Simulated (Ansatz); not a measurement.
Results of r²SCAN+rVV10 in Ansatz (plane waves, PAW) for CaZrN₂ (model structure, started from the MgZrN2 type, I4₁/amd, No. 141, 8 atoms in the cell).

Settings: plane-wave cutoff 560 eV, 16×16×16 k mesh, Fermi–Dirac smearing 0.05 eV, scalar-relativistic PAW data made under PBE.

Cell (relaxed at this level):

Space group I4₁/amd, origin choice 1 (No. 141); a = 4.680 Å, b = 4.680 Å, c = 9.542 Å, α = 90.00°, β = 90.00°, γ = 90.00°

```
atom  site  symmetry       x       y       z
----  ----  --------  ------  ------  ------
Ca      4b      -4m2  0.0000  0.0000  0.5000
Zr      4a      -4m2  0.0000  0.0000  0.0000
N       8e      2mm.  0.0000  0.0000  0.2308
```
(The calculation used a cell of 8 atoms; values per cell refer to that cell.)

Task: Estimate the band gap that the calculation returns.

Result: 
* **band gap**: 0.36 eV

Note: the relaxation could raise the start's symmetry but not lower it, so the cell can be a saddle point.

Spin–orbit coupling is not included.

Computed values are for the static lattice.

The result took around 3 core-minutes (rough).

A model structure was made by putting elements into a prototype or built by hand; it is no filed structure, need not be a known phase, and can be a saddle point held by its symmetry.

Ansatz is a first-principles code.
